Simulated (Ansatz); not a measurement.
An Ansatz (a program for electronic structure) run: Sn with a change (biaxial strain +0.83 %, plane normal [111], relaxed out of plane); Ansatz r2SCAN, without spin-orbit coupling.

Input:

Ansatz 0.2 input:
```yaml
crystal:
  lattice:
    - [4.6817367248, 0, 0]
    - [2.3408683624, 4.0545029375, 0]
    - [2.3408683624, -1.3515009792, 3.7754221434]
  atoms:
    - { symbol: Sn, position: [0, 0, 0] }
    - { symbol: Sn, position: [0.5, 0.25, 0.75] }
basis: { ecutwfc: 500, ecutrho_ratio: 4, xc_grid: 4, fft_grid_basis: typed }
kpoints: { mp_grid: { grid: [12, 12, 12] } }
hamiltonian:
  xc: r2scan
  dispersion: none
  pseudopotentials: { kind: paw }
scf: { occupations: { method: fermi_dirac, width: 0.05 } }
relax: { f_tol: 0.005, max_steps: 50, cell: { stress_tol: 0.01, fix: [a, b, gamma] } }
output: { forces: true, stress: true }
checkpoint: { write: state.ck, write_every: 1000 }
```

Output (explanatory and most iteration lines left out):

```
Relaxation: its limit of steps is 50 (relax.max_steps)
Pseudopotential: Sn, paw, valence charge 14
Crystal: 2 atoms, lattice volume = 71.665 Å³
Basis set: ecut = 500 eV, 1831 PW (Γ), exchange–correlation on 144×144×144 points (64 copies of the dense FFT grid, shifted against one another)
Bands: 18, of which v1, the nominal top of the filled ones, is band 14 counted from 1 (13 counted from 0)
Symmetry: 12 space group operations
Space group: R-3m (ITA 166), of the structure as read, at distance tolerance 4.2e-5 Å
k-points: 189 of 1728
Functional: x = r2scan, c = r2scan; τ floored in thin density (d = 2e-4 eV/Å³)
SCF iter   1: F=—  HF=-12077.270031 eV  |F-HF|=—  |Δ(HF+E_count)|=         —  Δρ=4.88e-3  dr2=7.33e-3  dr2_τ=4.24e-3  ethr=1.77e-3  ⟨swp⟩=6.0  Hψ=18312  notcnv=0
SCF iter   2: F=—  HF=-12077.276967 eV  |F-HF|=—  |Δ(HF+E_count)|=   6.94e-3  Δρ=2.37e-3  dr2=2.06e-3  dr2_τ=3.00e-5  ethr=2.62e-5  ⟨swp⟩=2.5  Hψ=8204  notcnv=0
SCF 1 converged in 7 iterations: F = -12077.276966 eV  dr2 = 1.49e-8
relax step   1: F+E_penalty+E_count = -12077.27696589 eV  Δ(F+E_penalty+E_count) = +0.000e0 eV  max|allowed force component| = 1.167e-1 eV/Å  Δτ_max = 0.0000 Å  P = -0.498 GPa  Ω = 71.665 Å³  fix = [a, b, gamma]  reactions: a -0.902, b -0.902 GPa  (7 SCF iters, dr2 threshold 1.00e-7 eV, accepted)
[... steps on the carried basis left out ...]
relax step   3: F+E_penalty+E_count = -12077.27785757 eV  Δ(F+E_penalty+E_count) = -8.917e-4 eV  max|allowed force component| = 3.473e-3 eV/Å  Δτ_max = 0.0081 Å  P = -0.493 GPa  Ω = 71.640 Å³  energy of the carried Pulay correction = +4.376e-7 eV  fix = [a, b, gamma]  reactions: a -0.735, b -0.735 GPa  (11 SCF iters, accepted)
Crystal: 2 atoms, lattice volume = 71.640 Å³
SCF iter   1: F=—  HF=-12077.277857 eV  |F-HF|=—  |Δ(HF+E_count)|=         —  Δρ=1.22e-6  dr2=5.68e-10  dr2_τ=7.07e-11  ethr=2.91e-7  ⟨swp⟩=2.6  Hψ=26127  notcnv=0
SCF iter   2: F=—  HF=-12077.277857 eV  |F-HF|=—  |Δ(HF+E_count)|=   1.06e-7  Δρ=8.10e-7  dr2=2.48e-10  dr2_τ=9.35e-11  ethr=2.03e-12  ⟨swp⟩=4.0  Hψ=9385  notcnv=0
SCF 4 converged in 8 iterations: F = -12077.277857 eV  dr2 = 4.69e-13
SCF converged after 8 iterations
Free energy (F): -12077.277857 eV
Internal energy: -12077.276969 eV  (E = F + TS)
E sigma→0 (E₀):  -12077.277413 eV
Entropy (-TS):   -0.000889 eV (-0.444 meV/atom)
Fermi energy:    7.161197 eV
--- Forces (eV/Å), atoms counted from 1 ---
  atom   1  Sn    -0.00000000    -0.00000000     0.00347291
  atom   2  Sn    -0.00000000     0.00000000    -0.00347291
--- Stress (GPa, compression-positive) ---
       -0.734644       0.000000       0.000000
       -0.000000      -0.734644      -0.000000
        0.000000      -0.000000      -0.008883
  P = ⅓ Tr σ = -0.4927 GPa (-4.927 kbar)
--- Relaxed structure (3 steps of the walk, 2 accepted, 1 SCFs on fresh bases) ---
  cell:  # Å, volume = 71.6399 Å³
    - [4.681736724795753, 5.0869679385905737e-42, -2.261202889194127e-36]
    - [2.3408683623978765, 4.054502937503678, 1.7898695206349332e-11]
    - [2.3408683623978765, -1.3515009791845531, 3.7740727693956075]
  atoms:
    - { symbol: Sn, position: [0.00143905069491429, -0.000719525347457145, -0.002158576042371435] }
    - { symbol: Sn, position: [0.49856094930508554, 0.2507195253474571, 0.7521585760423715] }
```

Whether these cells are dynamically stable was not tested. The cell was made from Sn in the diamond structure (space group Fd-3m, No. 227) by this change: biaxial strain +0.83 %, plane normal [111], relaxed out of plane.
